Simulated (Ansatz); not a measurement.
We consider NbHO₃ (model structure, Pmm2, No. 25, 5 atoms in the cell), described by LDA in Ansatz (PAW).

Run with plane-wave cutoff 520 eV, 8×10×8 k mesh (along the axes of the cell as run), Fermi–Dirac smearing 0.01 eV, no spin polarisation, scalar-relativistic PAW data made under PBE.

Cell (relaxed with PBEsol):

```cif
data_HNbO3
_chemical_formula_sum 'Nb1 O3 H1'
_space_group_name_H-M_alt 'Pmm2'
_space_group_IT_number 25
_space_group_name_Hall 'P 2 -2'
_cell_length_a 3.82071
_cell_length_b 4.07751
_cell_length_c 4.04126
_cell_angle_alpha 90.000
_cell_angle_beta 90.000
_cell_angle_gamma 90.000
loop_
_atom_site_label
_atom_site_type_symbol
_atom_site_symmetry_multiplicity
_atom_site_Wyckoff_symbol
_atom_site_fract_x
_atom_site_fract_y
_atom_site_fract_z
_atom_site_occupancy
Nb1 Nb 1 d 0.50000 0.50000 0.43632 1
O1 O 1 c 0.50000 0.00000 0.54149 1
O2 O 1 b 0.00000 0.50000 0.49948 1
O3 O 1 d 0.50000 0.50000 0.99438 1
H1 H 1 c 0.50000 0.00000 0.78487 1
```

Question: Give the computed band gap, smallest direct gap on the k points sampled and Γ–Γ gap.

Answer: 
- band gap = 1.58 eV
- smallest direct gap on the k points sampled = 2.52 eV
- Γ–Γ gap = 2.66 eV

Note: the relaxation could raise the start's symmetry but not lower it, so the cell can be a saddle point; cell and atoms aren't relaxed at this level (largest force component 0.16 eV/Å, pressure -3.5 GPa).

Spin–orbit coupling is not included.

Static lattice: no zero-point or thermal effects.

Computing time: very roughly 60 core-seconds.

A model structure was made by putting elements into a prototype or built by hand; it is no filed structure, need not be a known phase, and can be a saddle point held by its symmetry.

Ansatz is a quantum-chemistry and plane-wave program.
